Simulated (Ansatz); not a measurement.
Calculation: PBE (plane waves to 420 eV, PAW; Ansatz, a first-principles code).

Electrostatic potential energy of an electron, averaged over planes parallel to the surface, in eV from the Fermi level, for a constructed model of the (110) surface of bcc Nb, a pseudomorphic layer of Co in the host's stacking (bottom of the slab: a bare face, its two planes held):

```json
[
 {"z (Å)": "3.67", "V (eV)": "4.54"},
 {"z (Å)": "3.95", "V (eV)": "4.54"},
 {"z (Å)": "4.24", "V (eV)": "4.53"},
 {"z (Å)": "4.52", "V (eV)": "4.52"},
 {"z (Å)": "4.80", "V (eV)": "4.51"},
 {"z (Å)": "5.08", "V (eV)": "4.48"},
 {"z (Å)": "5.37", "V (eV)": "4.42"},
 {"z (Å)": "5.65", "V (eV)": "4.31"},
 {"z (Å)": "5.93", "V (eV)": "4.10"},
 {"z (Å)": "6.21", "V (eV)": "3.72"},
 {"z (Å)": "6.50", "V (eV)": "3.01"},
 {"z (Å)": "6.78", "V (eV)": "1.72"},
 {"z (Å)": "7.06", "V (eV)": "-0.61"},
 {"z (Å)": "7.34", "V (eV)": "-5.43"},
 {"z (Å)": "7.62", "V (eV)": "-13.08"},
 {"z (Å)": "7.91", "V (eV)": "-19.76"},
 {"z (Å)": "8.19", "V (eV)": "-21.50"},
 {"z (Å)": "8.47", "V (eV)": "-17.23"},
 {"z (Å)": "8.75", "V (eV)": "-9.44"},
 {"z (Å)": "9.04", "V (eV)": "-2.96"},
 {"z (Å)": "9.32", "V (eV)": "-1.01"},
 {"z (Å)": "9.60", "V (eV)": "-3.40"},
 {"z (Å)": "9.88", "V (eV)": "-10.21"},
 {"z (Å)": "10.17", "V (eV)": "-17.82"},
 {"z (Å)": "10.45", "V (eV)": "-21.47"},
 {"z (Å)": "10.73", "V (eV)": "-18.94"},
 {"z (Å)": "11.01", "V (eV)": "-11.78"},
 {"z (Å)": "11.30", "V (eV)": "-4.45"},
 {"z (Å)": "11.58", "V (eV)": "-1.18"},
 {"z (Å)": "11.86", "V (eV)": "-2.26"},
 {"z (Å)": "12.14", "V (eV)": "-7.93"},
 {"z (Å)": "12.43", "V (eV)": "-15.82"},
 {"z (Å)": "12.71", "V (eV)": "-20.98"},
 {"z (Å)": "12.99", "V (eV)": "-20.25"},
 {"z (Å)": "13.27", "V (eV)": "-14.09"},
 {"z (Å)": "13.56", "V (eV)": "-6.29"},
 {"z (Å)": "13.84", "V (eV)": "-1.65"},
 {"z (Å)": "14.12", "V (eV)": "-1.51"},
 {"z (Å)": "14.40", "V (eV)": "-5.84"},
 {"z (Å)": "14.69", "V (eV)": "-13.57"},
 {"z (Å)": "14.97", "V (eV)": "-20.00"},
 {"z (Å)": "15.25", "V (eV)": "-21.14"},
 {"z (Å)": "15.53", "V (eV)": "-16.29"},
 {"z (Å)": "15.81", "V (eV)": "-8.43"},
 {"z (Å)": "16.10", "V (eV)": "-2.53"},
 {"z (Å)": "16.38", "V (eV)": "-1.24"},
 {"z (Å)": "16.66", "V (eV)": "-4.37"},
 {"z (Å)": "16.94", "V (eV)": "-11.62"},
 {"z (Å)": "17.23", "V (eV)": "-18.82"},
 {"z (Å)": "17.51", "V (eV)": "-21.46"},
 {"z (Å)": "17.79", "V (eV)": "-17.94"},
 {"z (Å)": "18.07", "V (eV)": "-10.38"},
 {"z (Å)": "18.36", "V (eV)": "-3.49"},
 {"z (Å)": "18.64", "V (eV)": "-0.89"},
 {"z (Å)": "18.92", "V (eV)": "-2.37"},
 {"z (Å)": "19.20", "V (eV)": "-8.31"},
 {"z (Å)": "19.49", "V (eV)": "-16.29"},
 {"z (Å)": "19.77", "V (eV)": "-21.38"},
 {"z (Å)": "20.05", "V (eV)": "-20.56"},
 {"z (Å)": "20.33", "V (eV)": "-14.44"},
 {"z (Å)": "20.62", "V (eV)": "-7.03"},
 {"z (Å)": "20.90", "V (eV)": "-3.93"},
 {"z (Å)": "21.18", "V (eV)": "-7.20"},
 {"z (Å)": "21.46", "V (eV)": "-11.67"},
 {"z (Å)": "21.75", "V (eV)": "-13.14"},
 {"z (Å)": "22.03", "V (eV)": "-10.26"},
 {"z (Å)": "22.31", "V (eV)": "-4.48"},
 {"z (Å)": "22.59", "V (eV)": "0.43"},
 {"z (Å)": "22.87", "V (eV)": "2.36"},
 {"z (Å)": "23.16", "V (eV)": "3.21"},
 {"z (Å)": "23.44", "V (eV)": "3.64"},
 {"z (Å)": "23.72", "V (eV)": "3.85"},
 {"z (Å)": "24.00", "V (eV)": "3.95"},
 {"z (Å)": "24.29", "V (eV)": "4.00"},
 {"z (Å)": "24.57", "V (eV)": "4.03"},
 {"z (Å)": "24.85", "V (eV)": "4.04"},
 {"z (Å)": "25.13", "V (eV)": "4.05"},
 {"z (Å)": "25.42", "V (eV)": "4.05"},
 {"z (Å)": "25.70", "V (eV)": "4.05"},
 {"z (Å)": "25.98", "V (eV)": "4.06"}
]
```

Slab: 7 atoms, 14.2 Å thick at the start; k 14x14x1, smearing 0.1 eV, dipole-corrected; 2 atoms held, the rest relaxed; start symmetry kept, larger cells not searched; spin-polarised, ending with about 1.5 μB a cell; orders that need a larger cell were not tried, no spin-orbit, no U. It is one candidate, not shown to be the stable structure of the face.

The surface cell has an area of 7.75 Å². What dipole along the normal does the step between the two vacuum levels imply?

the top vacuum level lies 0.48 eV below the bottom one; p = −ε₀ A ΔV (ε₀ = 0.005526 e/(V·Å)) gives 0.02 e·Å a cell.
